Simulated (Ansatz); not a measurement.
# BaSiO₃ (model structure, started from the tetragonal perovskite type, P4mm, No. 99, 5 atoms in the cell)

These are PBEsol+SOC (plane waves, PAW; Ansatz, an electronic-structure program) values and carry that method's errors.

Numerical settings: plane-wave cutoff 520 eV, 16×16×12 k mesh (along the axes of the cell as run), Fermi–Dirac smearing 0.05 eV, PAW data made under PBE.

Cell (relaxed with PBEsol):

```
BaO3Si
1.0
    3.52744     0.00000     0.00000
    0.00000     3.52744     0.00000
    0.00000     0.00000     4.96393
Si Ba O
1 1 3
Direct
  0.50000   0.50000   0.48996
  0.00000   0.00000   0.98805
  0.50000   0.50000   0.82064
  0.50000   0.00000   0.40367
  0.00000   0.50000   0.40367
```

```
Quantity                        Value
--------  ---------------------------
band gap  1.16 eV (on the SCF k mesh)
```

Note: the relaxation could raise the start's symmetry but not lower it, so the cell can be a saddle point.

The computed numbers hold no vibrational or temperature effects.

The result took around 8 core-minutes (rough).

A model structure was made by putting elements into a prototype or built by hand; it is no filed structure, need not be a known phase, and can be a saddle point held by its symmetry.
